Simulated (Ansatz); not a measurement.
**Te: pressure series**

Take Te (space group P3_121, No. 152; made of chains) as the base.

```yaml
crystal:
  lattice:
    - [4.52090, 0.00000, 0.00000]
    - [-2.26045, 3.91521, 0.00000]
    - [0.00000, 0.00000, 5.95427]
  atoms:
    - { symbol: Te, position: [0.26811, 0.00000, 0.33333] }
    - { symbol: Te, position: [0.00000, 0.26811, 0.66667] }
    - { symbol: Te, position: [0.73189, 0.73189, 0.00000] }
```

Cell and atoms are relaxed at each pressure.

Method: Kohn–Sham DFT with the PBE functional, run in Ansatz (a program for electronic structure) with PAW and 420 eV plane waves, without spin-orbit coupling.

```json
[
 {"case": "base", "band gap": "0.23 eV", "lattice parameter a": "4.521 Å"},
 {"case": "pressure −1 GPa", "band gap": "0.50 eV", "lattice parameter a": "4.779 Å"},
 {"case": "pressure 3 GPa", "band gap": "zero", "lattice parameter a": "4.282 Å"},
 {"case": "pressure 5 GPa", "band gap": "zero", "lattice parameter a": "4.191 Å"},
 {"case": "pressure 7.5 GPa", "band gap": "zero", "lattice parameter a": "4.095 Å"},
 {"case": "pressure 10 GPa", "band gap": "zero", "lattice parameter a": "3.988 Å"}
]
```

The mesh was chosen for an insulator and is coarse for the gapless case. With Te present, leaving out spin-orbit coupling can change the band edges. Load acts through the strain it causes; cell and atoms are relaxed under it. Stability against distortions was not tested. No other phases were tried under pressure. No dispersion term is included, though the crystal is made of layers, chains or molecules, so its spacings can come out too wide. A zero or small gap of Te can be the functional's error rather than a property of the material.
